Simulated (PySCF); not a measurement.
PySCF 2.14.0, B3LYP/def2-svp, df: Mo(O)(S)(Cl)(Br) ([O]=[Mo](=[S])([Cl])[Br]), 5 atoms. The geometry is a generated start, not checked to be a minimum at this level.

task: energy
method: b3lyp
basis: def2-svp
two-electron scheme: density fitting
mol.max_memory: 3000 MB
mf.max_cycle: 100
mf.init_guess: minao (default)
mf.DIIS: CDIIS (default)
mf.conv_tol: 1e-09 (default)
mf.grids.level: 3 (default)
effective core potentials: those of the basis set, past Kr
basis functions: 113
grid points: 94704

```xyz
5

Mo     0.1014     0.0357    -0.1085
O      1.1730    -0.3896    -1.2720
S      0.9762    -0.2281     1.8355
Cl    -0.5501     2.0661    -0.2651
Br    -1.7005    -1.4841    -0.1899
```

Charge 0 and multiplicity 1 are set for this test and not shown to be the ground state.

One run each on 2 threads, 1 BLAS thread. Values of diis_space tried: 3, 5, 8 (default), 12, 20.

**Question.** Which value of diis_space needs the fewest Fock builds, and what happens away from it?

**Answer.** Fewest Fock builds, within one of each other: 8 (default) with 15, 12 with 15, 20 with 15. The count rises to 18 at 5. The run ends without SCF convergence in 100 cycles at 3.

```tsv
diis_space	Fock builds	end
3	101	no convergence
5	18	same solution
8 (default)	15	same solution
12	15	same solution
20	15	same solution
```
